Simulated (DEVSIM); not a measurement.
Structure: Cr/La2O3/p-Si capacitor, at 300 K.

Layer 1 from the left is La2O3, thickness (nm) 3.10. Layer 2 from the left is Si, thickness (nm) 5000, Na (cm⁻³) 1.3e16.

Metal gate on the left, work function 4.5 eV. Fixed charge at the semiconductor interface 1.4e11 cm⁻² (in units of +e); no interface traps.

Constants are typed, rounded textbook-type inputs, not results; the design itself was drawn at random and stands for no fabricated device. Values at 300 K.

La2O3: gap (eV) 5.8, affinity (eV) 1.8, permittivity 27. Si: gap (eV) 1.124, affinity (eV) 4.05, permittivity 11.7, Nc (cm⁻³) 2.86e19, Nv (cm⁻³) 3.1e19.

Estimate by hand the flat-band voltage, the threshold voltage, and compare with a numerical solution.


- Flat-band voltage: C = 7.71 μF/cm², work-function difference -0.473 V; VFB = φms − qNf/C = -0.48 V; numerical -0.48 V.
- Threshold voltage: φF = 0.362 V, depletion charge √(4εqNφF) = 5.59e-8 C/cm²; VT = VFB + 2φF + Qd/C = 0.26 V; numerical 0.26 V.

DEVSIM, 1D Poisson equation in equilibrium, Boltzmann statistics, complete ionisation; no quantum confinement or tunnelling. Metal contacts follow the ideal Schottky-Mott rule: no Fermi-level pinning, no interface dipoles.
